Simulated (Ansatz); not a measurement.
The reference is Ga2O3 (space group C2/m, No. 12; a = 12.456 Å, b = 3.083 Å, c = 5.877 Å, α = γ = 90.00°, β = 103.70°).

(Cell as relaxed with PBE.)

Levels (all Ansatz, an electronic-structure program, PAW, earlier PAW set): PBE (420 eV, no SOC); r2SCAN (500 eV, scalar-relativistic without spin-orbit coupling).

Each level relaxes its own structure.

```tsv
base	PBE	r2SCAN
volume per atom	10.96 Å³	10.50 Å³
band gap	2.01 eV	3.03 eV
```

Perturbation: a hydrostatic pressure of 15 GPa.

| quantity | PBE | r2SCAN |
|---|---|---|
| band gap | 2.65 eV | ___ |
| smallest direct gap | 2.67 eV | ___ |
| shift of the gap caused by the change | +0.64 eV | ___ |

Q: Given the PBE results, estimate those of r2SCAN.

A: 
- band gap, r2SCAN: 3.65 eV
- smallest direct gap, r2SCAN: 3.67 eV
- shift of the gap caused by the change, r2SCAN: +0.61 eV

PBE's band gap lies 0.993 eV below r2SCAN's; PBE's smallest direct gap lies 1.00 eV below r2SCAN's; PBE's shift of the gap caused by the change lies 0.03 eV above r2SCAN's. Neither level is exact; r2SCAN is the comparison here, not a measurement.

Load acts through the strain it causes; cell and atoms are relaxed under it. No phonon test of stability was made. No other phases were tried under pressure.
